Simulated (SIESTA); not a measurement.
Input and output of a self-consistent single point for OsRu₃ (P6_3/mmc, 8 atoms in the cell) (SIESTA).

Method: LDA PW92, numerical atomic orbitals DZP, PseudoDojo LDA standard norm-conserving potentials (rewritten from UPF to PSML) run with SIESTA.

```
OsRu3
1.0
    5.43042     0.00000     0.00000
   -2.71521     4.70288     0.00000
    0.00000     0.00000     4.29098
Ru Os
6 2
Cartesian
  4.06652   0.78745   3.21823
 -1.35131   3.91543   1.07275
  1.35131   3.91543   1.07275
  1.36390   0.78745   3.21823
  2.71521   3.12798   3.21823
  0.00000   1.57490   1.07275
  2.71521   1.56763   1.07275
  0.00000   3.13526   3.21823
```

Reference input (self-consistent single point, DFT, GGA PBEsol, numerical atomic orbitals DZP, PseudoDojo PBEsol standard norm-conserving potentials (rewritten from UPF to PSML)): XC.functional = GGA; XC.authors = PBEsol; potentials = PseudoDojo PBEsol standard; PAO.BasisSize = DZP; PAO.EnergyShift = 0.005 Ry; MeshCutoff = 400 Ry; kgrid.MonkhorstPack = 4 4 5; OccupationFunction = FD; ElectronicTemperature = 1578.21 K; MaxSCFIterations = 150; SCF.Mixer.Method = Pulay; SCF.Mixer.Weight = 0.25. This run's input differs from it in these lines:

```diff
@@ -1,2 +1,2 @@
-# files in the folder: Ru.psml Os.psml (PseudoDojo PBEsol standard)
+# files in the folder: Ru.psml Os.psml (PseudoDojo LDA standard)
 SystemName  OsRu3
@@ -28,4 +28,4 @@
 
-XC.functional                GGA
-XC.authors                   PBEsol
+XC.functional                LDA
+XC.authors                   PW92
 PAO.BasisSize                DZP
```

Output, abridged:

```
        iscf     Eharris(eV)        E_KS(eV)     FreeEng(eV)     dDmax    Ef(eV) dHmax(eV)
   scf:    1   -21910.647460   -22003.602295   -22003.826500  1.075691 -2.889131  8.867179
   scf:    2   -21988.251446   -22008.169238   -22008.413332  0.755655 -3.774862 12.986796
   scf:    3   -22014.614380   -22016.832936   -22017.102323  0.299716 -3.933532  3.058106
   scf:    4   -22019.168050   -22018.626769   -22018.931655  0.225999 -4.546085  0.339217
   scf:    5   -22018.594332   -22018.630386   -22018.935433  0.020335 -4.531985  0.280933
   [... 2 lines left out ...]
   scf:    8   -22018.640885   -22018.640052   -22018.945321  0.001354 -4.550099  0.081457
   scf:    9   -22018.641084   -22018.640664   -22018.945889  0.001395 -4.551154  0.035971
   scf:   10   -22018.640859   -22018.640826   -22018.946037  0.001257 -4.552620  0.000675
   scf:   11   -22018.640838   -22018.640832   -22018.946037  0.000041 -4.552545  0.000307
SCF Convergence by DM+H criterion
max |DM_out - DM_in|         :     0.0000411430
max |H_out - H_in|      (eV) :     0.0003069043
SCF cycle converged after 11 iterations

Using DM_out to compute the final energy and forces

siesta: E_KS(eV) =           -22018.6408

siesta: E_KS - E_eggbox =    -22018.6408

siesta: Atomic forces (eV/Ang):
     1    0.132071   -0.076252   -0.000000
     2   -0.132071    0.076252   -0.000000
     3    0.132060    0.076234   -0.000000
     4   -0.132060   -0.076234   -0.000000
     5   -0.000009    0.152484   -0.000000
     6    0.000009   -0.152484   -0.000000
     7   -0.000043    0.000025    0.000000
     8    0.000043   -0.000025    0.000000
   Tot    0.000000    0.000000    0.000000
   Max    0.152484
   Res    0.076245    sqrt( Sum f_i^2 / 3N )
   Max    0.152484    constrained

   [... lines left out ...]
siesta: FreeEng =    -22018.946037
   [... lines left out ...]
siesta:     0.053466    0.000000    0.000000
siesta:     0.000000    0.053467   -0.000000
siesta:     0.000000   -0.000000    0.047397

siesta: Cell volume =        109.585727 Ang**3

siesta: Pressure (static):
siesta:                Solid            Molecule  Units
siesta:          -0.00056029         -0.00060758  Ry/Bohr**3
siesta:          -0.05144343         -0.05578550  eV/Ang**3
siesta:         -82.42146137        -89.37822261  kBar
```

The run converged in 11 iterations. Against the reference run the pressure goes from -2.57 to -8.24 GPa and the largest force goes from 0.164 to 0.153 eV/Å.

The starting cell comes from a database of computed structures (which also holds hypothetical and non-ambient phases and stackings), without a prior relaxation at this level. Spin polarisation is off. Values carry the incompleteness of an atom-centred basis. With a pressure of about -8 GPa the cell is away from its equilibrium volume at this level.

Cost on one core of a shared machine: roughly 80 s.
